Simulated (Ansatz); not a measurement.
MoSi2, response to strain

Start from MoSi2 (space group I4/mmm, No. 139; a = 3.1901 Å, c = 7.8220 Å; relaxed with 0.1 eV smearing). Axes: x, y, z lie along a, b, c of the conventional cell.

Strains are applied to the cell and any free atomic positions relax; under biaxial strain the out-of-plane vector relaxes too.

All numbers come from DFT with PBEsol, PAW potentials and a 420 eV plane-wave cutoff in Ansatz (an electronic-structure program), without spin-orbit coupling.

| biaxial strain, plane normal [001], relaxed out of plane (%) | out-of-plane strain (%) |
|---|---|
| -3 | 1.31 |
| -2.5 | 1.06 |
| -2 | 0.82 |
| -1.5 | 0.60 |
| -1 | 0.39 |
| -0.5 | ? |
| 0 | 0.00 |

### Question
Fit ε⊥ = −νε + γε² (strains in %) to the rows shown and predict the withheld row.

### Answer
Least squares on the printed values gives ν = 0.36 (the biaxial Poisson response) and γ = 0.025 (largest residual 0.00 %); this predicts 0.19 %, and the run gives 0.19 %, in agreement.

Whether these cells are dynamically stable was not tested. All final runs are without spin polarisation.
